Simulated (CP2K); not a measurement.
Band structure of WS2 (P-6m2, 3 atoms in the cell).

```
CELL_PARAMETERS angstrom
      3.15391     0.00000     0.00000
     -1.57696     2.73137     0.00000
      0.00000     0.00000    16.79294
ATOMIC_POSITIONS crystal
  W  0.00000 0.00000 0.00000
  S  0.33333 0.66667 0.90800
  S  0.33333 0.66667 0.09200
```

Method of the run: CP2K with LDA (Pade form), GPW, DZVP-MOLOPT-SR-GTH basis, GTH-PADE potentials (GTH_POTENTIALS).

Settings: CUTOFF = 500 Ry; REL_CUTOFF = 60 Ry; KPOINTS/SCHEME = MONKHORST-PACK 6 6 1; GAMMA_CENTERED = T; XC_FUNCTIONAL = PADE; W/BASIS_SET = DZVP-MOLOPT-SR-GTH-q14; W/POTENTIAL = GTH-PADE-q14; S/BASIS_SET = DZVP-MOLOPT-SR-GTH-q6; S/POTENTIAL = GTH-PADE-q6; METHOD = GPW; EPS_DEFAULT = 1e-10; EXTRAPOLATION = USE_GUESS; NGRIDS = 5; SCF_GUESS = ATOMIC.

The starting cell comes from a database of computed structures (which also holds hypothetical and non-ambient phases and stackings), without a prior relaxation at this level. Its lattice was rescaled by a random factor within 2.5 % of one. Spin-orbit coupling is off. Values carry the incompleteness of an atom-centred basis.

Problem. Predict the gap along the standard path and the places of the band edges.

Solution. The gap along the path is 1.82 eV, from Γ to K; the smallest direct gap on it is 1.94 eV.

Levels in eV from the top of the valence band on the SCF mesh, bands 10 to 14:
```json
[
 {"point": "Γ", "10": "-2.28", "11": "-1.85", "12": "-1.85", "13": "0.00", "14": "2.94"},
 {"point": "M", "10": "-3.74", "11": "-2.26", "12": "-1.48", "13": "-1.08", "14": "3.10"},
 {"point": "K", "10": "-4.10", "11": "-3.48", "12": "-2.50", "13": "-0.12", "14": "1.82"},
 {"point": "A", "10": "-2.28", "11": "-1.85", "12": "-1.85", "13": "0.00", "14": "2.94"},
 {"point": "L", "10": "-3.74", "11": "-2.26", "12": "-1.48", "13": "-1.08", "14": "3.10"},
 {"point": "H", "10": "-4.10", "11": "-3.48", "12": "-2.50", "13": "-0.12", "14": "1.82"}
]
```

Higher empty bands are left out: an atom-centred basis made for the valence describes them poorly.
